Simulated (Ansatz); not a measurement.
Response to strain in Nb

The parent structure is Nb in the bcc (W type) structure (space group Im-3m, No. 229; relaxed with 0.1 eV smearing).

```yaml
crystal:
  lattice:
    - [-1.63646, 1.63646, 1.63646]
    - [1.63646, -1.63646, 1.63646]
    - [1.63646, 1.63646, -1.63646]
  atoms:
    - { symbol: Nb, position: [0.00000, 0.00000, 0.00000] }
```

Cartesian axes are those of the cell as printed.

Strains are applied to the cell and any free atomic positions relax.

Computed with Ansatz (a first-principles code), PBEsol, PAW, cutoff 420 eV, scalar-relativistic without spin-orbit coupling.

Notes on the quantities. energy relative to the base: free energy F; pressure: mean of the normal stresses, compression positive.

```
change                          energy relative to the base  pressure  shortest interatomic distance
------------------------------  ---------------------------  --------  -----------------------------
base                                             0 meV/atom   0.0 GPa                        2.834 Å
uniaxial strain ε_zz = −3.00 %                 +13 meV/atom   5.9 GPa                        2.806 Å
uniaxial strain ε_zz = −2.50 %                +9.2 meV/atom   4.8 GPa                        2.811 Å
uniaxial strain ε_zz = −2.00 %                +5.9 meV/atom   3.8 GPa                        2.816 Å
uniaxial strain ε_zz = −1.00 %                +1.5 meV/atom   1.9 GPa                        2.825 Å
uniaxial strain ε_zz = −0.50 %                +0.4 meV/atom   0.9 GPa                        2.830 Å
uniaxial strain ε_zz = +1.00 %                +1.4 meV/atom  -1.8 GPa                        2.844 Å
uniaxial strain ε_zz = +1.50 %                +3.2 meV/atom  -2.6 GPa                        2.849 Å
uniaxial strain ε_zz = +2.00 %                +5.6 meV/atom  -3.4 GPa                        2.853 Å
uniaxial strain ε_zz = +2.50 %                +8.6 meV/atom  -4.2 GPa                        2.858 Å
```

Stability against distortions was not tested. The final runs are not spin-polarised.
